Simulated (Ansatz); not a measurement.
Base system: Mo in the bcc (W type) structure (space group Im-3m, No. 229; a = 3.130 Å).

Now apply this change: full substitution Mo → Re, then cell and atoms are relaxed.

Levels (all Ansatz, a program for electronic structure, PAW, earlier PAW set): PBEsol (420 eV, no SOC); r2SCAN (500 eV, without spin-orbit coupling).

The geometry is relaxed with PBEsol.

| Property | Value |
|---|---|
| PBEsol pressure | 0.0 GPa |

**Question.** Predict the pressure from r2SCAN.

**Answer.** The pressure goes from zero to 3.9 GPa.

Single points use the geometry relaxed with PBEsol. Their cutoffs differ, which shifts pressures a little. Stability against distortions was not tested. For Re in this form, whether it has been made was not checked. All final runs are without spin polarisation. This is not the structure that Re has at room temperature and ambient pressure.
